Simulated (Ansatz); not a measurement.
A thermal frame of Be(001) slab, cut from hcp Be, cell Be96, with vacuum along z, from MD with PBE at 1170 K. Level of theory: PBE (plane waves, PAW; Ansatz, an electronic-structure program).

| Property | Value |
|---|---|
| plane-wave cutoff | 420 eV |
| k-points | 2x2x1 mesh shifted by half a step in the plane |
| Fermi-Dirac width | 0.101 eV |
| spin | not polarised; no spin-orbit coupling |

A check of the k-sampling: on the last frame of the same run a denser mesh moved the PBE forces by 0.039 eV/Å rms and the free energy by -1 meV/atom.

```xyz
96
Lattice="9.1948 0.0000 0.0000 -4.5974 7.9629 0.0000 0.0000 0.0000 21.0685" Properties=species:S:1:pos:R:3:forces:R:3 pbc="T T T"
Be   -0.3720    1.6595    6.0496   1.249  -0.180   0.514
Be    0.7977    0.9388    8.0293   0.807  -0.040   0.968
Be   -0.1203    1.7239   10.0917  -0.282  -0.931  -0.680
Be    1.0343    0.8447   11.9466   0.559  -0.279  -0.959
Be    0.0664    1.4893   13.5938  -2.510   0.320   0.459
Be    0.9302    0.7060   15.7580   0.017  -0.209   0.068
Be   -1.3423    3.7014    6.2956   0.582  -0.492   0.104
Be   -0.0582    2.8814    8.2796  -0.551   0.811  -0.644
Be   -1.4275    3.7753    9.9468   1.314   0.101   0.666
Be   -0.0333    3.0494   11.7452   0.251  -0.540   0.695
Be   -1.1727    3.5547   13.7847   0.115   0.114  -0.720
Be   -0.2793    2.6973   15.5835   1.651   0.476  -0.060
Be   -2.5200    5.5767    6.0560   0.067   0.350   0.390
Be   -1.3209    5.0463    8.2117   0.349  -0.733  -0.886
Be   -2.3551    5.6893    9.9346  -0.067  -0.495   0.299
Be   -0.9663    4.9146   11.8000  -0.811   0.286   0.259
Be   -2.2901    5.4276   13.7679   0.776  -0.012  -0.612
Be   -1.1243    4.9044   15.7759  -1.409  -0.327  -0.652
Be   -3.9364    7.7211    6.2856   1.732  -1.140  -0.698
Be   -2.2103    6.9329    8.0178  -1.283   0.461   0.179
Be   -3.4431    7.4278    9.9662  -0.700   0.762   0.295
Be   -2.0345    6.9012   11.8320  -2.401  -1.163   2.148
Be   -3.4699    7.0214   13.5361  -0.183   1.722  -0.387
Be   -2.3944    6.7853   15.6851   0.116   0.291  -0.520
Be    1.9718    1.3026    6.2083   0.321   1.752   0.049
Be    3.4326    0.8254    8.2726  -0.336   0.338   0.573
Be    2.0200    1.4657   10.0025   0.844   0.673   0.185
Be    3.4013    0.9081   11.7483   0.443   1.000   1.136
Be    1.8866    1.6505   14.2244   2.370   0.304  -0.682
Be    3.3364    0.7021   15.6743  -0.230   0.854   0.083
Be    0.9757    3.3763    6.3247  -0.255   0.109  -0.208
Be    2.1974    2.6302    8.0898   0.476   1.012   0.148
Be    1.0631    3.6262    9.9652   0.292   0.112   0.044
Be    2.2268    3.0519   11.7658  -0.404  -0.886   0.363
Be    1.1258    3.5368   13.7324  -0.848   0.508  -0.093
Be    2.3780    3.1846   15.9365  -0.958  -0.902  -0.869
Be   -0.3161    5.7872    6.2932  -0.365  -1.200  -0.699
Be    0.8705    4.9340    7.8494   0.505  -0.260   1.044
Be   -0.0158    5.5236    9.8183  -0.546   0.525   0.567
Be    1.2530    5.0915   11.9284  -0.898  -1.068  -0.595
Be    0.0043    5.5080   13.6511  -0.269   0.604   0.086
Be    0.8002    4.8783   15.6040   2.622  -0.887  -0.006
Be   -1.3075    7.7325    6.1793   0.196  -1.467   0.081
Be   -0.1400    6.9717    7.9456   0.359   0.047   1.211
Be   -1.2235    7.5007   10.3941   0.590   0.637  -5.287
Be    0.1005    6.9601   11.6539   0.137  -0.955   1.507
Be   -1.2664    7.6058   13.8114   0.102  -0.374  -0.215
Be    0.0810    6.7192   15.5952  -1.055   1.268  -0.221
Be    4.1445    1.6046    6.4186   1.229   0.058  -0.401
Be    5.6339    0.9456    8.1257   0.539  -0.211  -0.117
Be    4.9509    1.8645   10.0346  -2.624  -1.106   0.868
Be    5.7217    0.8542   11.9511  -0.697   1.226  -0.629
Be    4.5797    1.7026   13.9187  -0.478  -0.764  -0.644
Be    5.4103    0.8706   15.8072   1.468  -0.156  -0.500
Be    3.1898    3.4479    6.2503   0.154   0.410  -0.183
Be    4.6334    2.7666    8.1909  -1.154   1.067  -0.353
Be    3.4056    3.4749   10.0593  -0.314   0.104  -0.713
Be    4.4069    2.8519   12.0526   0.761   0.586  -0.942
Be    3.1818    3.4773   13.6851   0.949   0.440   0.421
Be    4.5048    3.0163   15.6960   0.222  -0.276  -0.137
Be    2.0541    5.2867    6.0114   0.273   0.937   0.609
Be    3.4486    4.6522    7.9821  -1.017   0.444   0.745
Be    2.0465    5.5658    9.8832   1.173   0.228  -0.142
Be    3.3394    4.9614   11.7846   0.518  -0.738  -0.685
Be    2.5421    5.5900   13.6454  -2.371   0.113   0.718
Be    3.4445    4.9223   15.6602   0.044  -0.017  -0.420
Be    0.9661    7.4216    6.1728   0.470   0.728   0.108
Be    2.1198    6.9678    7.9635   0.060  -0.582   0.877
Be    1.1889    7.6978   10.0136  -0.751   0.099  -0.459
Be    2.3486    6.9335   11.8885  -1.506  -0.738  -0.723
Be    0.9758    7.5637   13.5912   0.532  -0.257   1.009
Be    2.3483    6.9026   15.6869  -0.546  -0.051  -0.514
Be    6.8100    1.6746    6.2805  -0.905  -0.293   0.257
Be    7.9283    1.2516    8.2119  -0.617  -1.415  -0.452
Be    6.8225    2.0019    9.8713   1.178  -2.228   1.064
Be    7.7488    0.7204   11.4882   1.051   1.672   1.193
Be    6.8910    1.5268   13.5963   0.089   0.306   0.136
Be    7.9554    0.8469   15.3148  -0.108  -0.318   0.442
Be    5.7389    3.5430    6.2906  -1.339   0.138   0.185
Be    6.6729    3.1226    8.3030   0.430   0.081  -1.433
Be    5.5422    3.8889   10.2222   0.308  -2.038  -1.771
Be    7.0234    2.9357   11.8559  -1.010   0.006   0.097
Be    5.6992    3.5866   13.7741   0.068  -0.737  -0.417
Be    6.8265    2.9299   15.5728  -0.624  -0.312  -0.117
Be    4.2271    5.4745    6.2161   1.111   0.450  -0.124
Be    5.6060    5.0002    7.9069   0.364  -0.500   0.655
Be    4.2880    5.5087    9.6933   0.622   1.011   1.157
Be    5.7165    4.9830   11.7315   0.048   1.222   1.612
Be    4.4246    5.2810   13.5549   1.729   0.701   0.370
Be    5.7265    4.9663   15.4854  -0.104  -0.690   0.315
Be    3.3661    7.4387    6.2620  -1.712   0.874  -0.294
Be    4.7535    6.8870    8.1001  -1.533  -0.389   0.149
Be    3.2203    7.5261    9.8423   1.417  -0.358  -0.685
Be    4.3824    6.9253   11.6938   0.932  -0.534  -0.212
Be    3.4793    7.5560   13.4701   0.207   0.485   0.988
Be    4.5929    6.7337   15.2891  -1.020   0.424   0.666
```

free energy on this k-sampling (the code's own zero, frozen cores included): -8872.4 eV
rms force component: 0.884 eV/Å
largest force: 5.36 eV/Å on atom 45
